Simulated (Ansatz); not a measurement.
GeSb₄Te₇ (P-3m1, No. 164, 12 atoms in the cell; start mp-29641) was calculated with r²SCAN+SOC (plane waves, PAW; Ansatz, an electronic-structure program).

Settings: plane-wave cutoff 560 eV, 6×6×2 k mesh (along the axes of the cell as run), Fermi–Dirac smearing 0.01 eV, PAW data made under PBE.

Cell (relaxed with PBE-D3(BJ)):

```
CELL_PARAMETERS angstrom
      4.25885     0.00000     0.00000
     -2.12942     3.68827     0.00000
      0.00000     0.00000    23.34723
ATOMIC_POSITIONS crystal
  Ge 0.00000 0.00000 0.50000
  Sb 0.66667 0.33333 0.91572
  Sb 0.33333 0.66667 0.08428
  Sb 0.33333 0.66667 0.34365
  Sb 0.66667 0.33333 0.65635
  Te 0.33333 0.66667 0.84200
  Te 0.66667 0.33333 0.15800
  Te 0.00000 0.00000 0.72985
  Te 0.00000 0.00000 0.27015
  Te 0.66667 0.33333 0.42883
  Te 0.33333 0.66667 0.57117
  Te 0.00000 0.00000 0.00000
```

Predict the band gap.


band gap: 0.00 eV (under three smearing widths, so not firm)

Note: cell and atoms aren't relaxed at this level (largest force component 0.24 eV/Å, pressure 1.8 GPa).

Static lattice: no zero-point or thermal effects.

A start named mp-… is a Materials Project structure, which need not be a measured phase.
